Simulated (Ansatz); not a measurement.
**Pressure series in SiC**

Consider SiC (space group P6_3mc, No. 186; a = 3.0781 Å, c = 10.0762 Å).

Cell and atoms are relaxed at each pressure.

All numbers come from Kohn–Sham DFT with the PBEsol functional, run in Ansatz (an electronic-structure program) with PAW and 420 eV plane waves, without spin-orbit coupling, earlier PAW set.

Notes on the quantities. enthalpy: H = E + PV relative to the base's energy.

```json
[
 {"variant": "base", "enthalpy": "–", "volume per atom": "10.33 Å³"},
 {"variant": "pressure −2 GPa", "enthalpy": "-0.13 eV/atom", "volume per atom": "10.43 Å³"},
 {"variant": "pressure −1 GPa", "enthalpy": "-0.06 eV/atom", "volume per atom": "10.38 Å³"},
 {"variant": "pressure 3 GPa", "enthalpy": "+0.19 eV/atom", "volume per atom": "10.20 Å³"},
 {"variant": "pressure 7 GPa", "enthalpy": "+0.44 eV/atom", "volume per atom": "10.03 Å³"},
 {"variant": "pressure 15 GPa", "enthalpy": "+0.94 eV/atom", "volume per atom": "(withheld)"},
 {"variant": "pressure 30 GPa", "enthalpy": "+1.83 eV/atom", "volume per atom": "9.27 Å³"},
 {"variant": "pressure 50 GPa", "enthalpy": "+2.95 eV/atom", "volume per atom": "8.77 Å³"},
 {"variant": "pressure 75 GPa", "enthalpy": "+4.28 eV/atom", "volume per atom": "8.28 Å³"},
 {"variant": "pressure 100 GPa", "enthalpy": "+5.54 eV/atom", "volume per atom": "7.89 Å³"}
]
```

Question: Some entries are withheld; estimate them.

Answer: 
- pressure 15 GPa, volume per atom: 9.73 Å³

Load acts through the strain it causes; cell and atoms are relaxed under it. Whether these cells are dynamically stable was not tested. Competing high-pressure phases were not computed.
